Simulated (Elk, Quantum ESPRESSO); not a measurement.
**Equation of state of fcc Rh (space group 225): energy against volume (Elk, PBE)**

```xyz
1
Lattice="0.0000 1.8662 1.8662 1.8662 0.0000 1.8662 1.8662 1.8662 0.0000" Properties=species:S:1:pos:R:3 pbc="T T T"
Rh     0.0000     0.0000     0.0000
```

Level of theory: PBE, all-electron FP-LAPW, Elk's shipped species files, APW+lo basis with extra local orbitals (Elk). Settings: xctype = 20; rgkmax = 8.55; swidth = 0.00183747 Ha; ngridk = 26 26 26; gmaxvr = 14 1/bohr; nxlo = 2; lorbcnd = true; rmtscf = 0.9; lmaxi = 3; maxscl = 100; sphere radii = {Rh: 2.34} bohr. The cell above is the first row's. The rows scale it uniformly. In all rows the k mesh is held. E is the free energy at the stated smearing, counted from the lowest row.

| V (Å^3/atom) | E (meV/atom) |
|---|---|
| 12.999 | 73.17 |
| 13.282 | 37.43 |
| 13.564 | 13.95 |
| 13.847 | 2.10 |
| 14.130 | 0.00 |
| 14.412 | 6.62 |
| 14.695 | 20.99 |
| 14.977 | 42.36 |
| 15.260 | ? |

**Question.** Using the third-order Birch-Murnaghan form, a cubic in V^(-2/3), estimate the missing E at V = 15.260 from the other rows, showing the fit.

**Answer.** With u = V^(-2/3) - 0.172, the rows have u = 0.008881, 0.006303, 0.003823, 0.001419, -0.000905, -0.003144, -0.005319, -0.007418. Least squares gives E = -0.331 + 465.72·u + 857149·u² + 2559474·u³. Residuals (row less fit): -0.033, 0.132, -0.170, 0.037, 0.052, 0.022, -0.067, 0.024; standard error 0.119 (degrees of freedom: 4). Its minimum lies at u = -0.000272, so V0 = (0.171728)^(-3/2) = 14.05. There d²E/du² = 1710000 and d³E/du³ = 1.536e7, so B0 = (4/9) × 14.05^(-7/3) × 1710000 × 0.160218 = 256 GPa (the last factor turns the table's units into GPa), and B0' = 4 + (2/3) × 0.171728 × (1.536e7)/1710000 = 5.0. At the withheld row, u = -0.009459, so E = -0.331 + 465.72 × (-0.009459) + 857149 × (-0.009459)² + 2559474 × (-0.009459)³ = 69.789 meV/atom. The calculation gives 69.42 meV/atom, 0.369 meV/atom below the prediction (0.5 % of the range of E in the table). The row lies outside the fitted rows, so this is an extrapolation. From the scatter of the fitted rows alone, a prediction at this place has a standard error of 0.289 meV/atom, so the miss is 1.3 times that.

Carrying the step between the two nearest rows on in a straight line would have given 63.81, off by 5.61; series whose last step already gives the withheld value aren't shown. The scan was laid around a cell of about the measured size, scaled by a guess for this functional. A plane-wave scan with the same functional (Quantum ESPRESSO, GBRV) gives V0 = 14.08 Å^3/atom and B0 = 257 GPa; a Birch-Murnaghan fit to all rows here lies -0.2 % from it in V0 and -1 % in B0; the two differ in basis, and may differ in potentials and mesh. Spin polarisation is off. Values depend on the basis (sphere radii, cutoffs, local orbitals), which need not be converged. Sphere radii are the same in all rows. Cutoffs and mesh are single choices, not tested for convergence of this quantity. Series with a scatter that would blur these digits, or in which a gap closes, are not shown. Nor are scans whose minimum lies at an end fitted in this form.
